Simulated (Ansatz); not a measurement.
Take CeO2 in the fluorite structure (space group Fm-3m, No. 225; a = 5.4643 Å) as the base. Axes: x, y, z lie along the cube axes.

Level of theory: Ansatz (a quantum-chemistry and plane-wave program), PBE, PAW, cutoff 420 eV, spin-orbit coupling left out.

Now apply this change: the cell is scaled by 0.9933 in all directions; the atoms relax in the strained cell.

Q: Predict the stress tensor and what it implies for the stiffness.

A: Stress of the strained cell less that of the base (GPa, compression positive):
```
   3.67    0.00    0.00
   0.00    3.67    0.00
   0.00    0.00    3.67
```

Then B = −ΔP/(ΔV/V₀) with ΔV/V₀ = -0.0200 gives secant stiffness values (nonlinear terms included at this strain): B ≈ 184 GPa.

No phonon test of stability was made. Starting moments died away, wholly or in part, for the base; another magnetic solution may exist. The final runs are not spin-polarised.
